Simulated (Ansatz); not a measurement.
Consider AlN in the zinc blende structure (space group F-43m, No. 216; a = 4.403 Å).

Calculations: PBE (Ansatz, a program for electronic structure, PAW, without spin-orbit coupling).

Before the change:

| Item | Result |
|---|---|
| Valley order | X along ⟨100⟩ 3.31 eV; Γ 3.98 eV |
| Lattice parameter a | 440.3 pm |
| Electron mass | 0.53 mₑ along k, 0.33 mₑ across (at X) |

One thing is altered: cell and atoms relaxed at a pressure of 22.5 GPa.

Q: Predict the new valley order.

A: The valley order (the lowest conduction-band minima on the path, energy above the VBM, named in the base's zone) becomes X along ⟨100⟩ 3.36 eV; Γ 4.84 eV (base: X along ⟨100⟩ 3.31 eV; Γ 3.98 eV).

Q: How does this affect the lattice parameter a?

A: The lattice parameter a falls by 14.0 pm (440.3 pm → 426.3 pm).

Q: What does the calculation give for the mean gap deformation potential ΔEg/Δln V after the change?

A: The mean gap deformation potential ΔEg/Δln V is -0.5 eV.

Q: What happens to the electron mass?

A: The electron mass becomes 0.51 mₑ along k, 0.32 mₑ across (at X) (base: 0.53 mₑ along k, 0.33 mₑ across (at X)).

Load acts through the strain it causes; cell and atoms are relaxed under it. Masses are band curvatures over ±0.01 Å⁻¹ around the edge. Along k means along the line from Γ to the band edge. Whether these cells are dynamically stable was not tested. Tetrahedral semiconductors of this kind turn to denser phases somewhere between about 1 and 50 GPa; those were not computed, so compressed cells here can lie past the real transition. This is not the structure that AlN has at room temperature and ambient pressure.
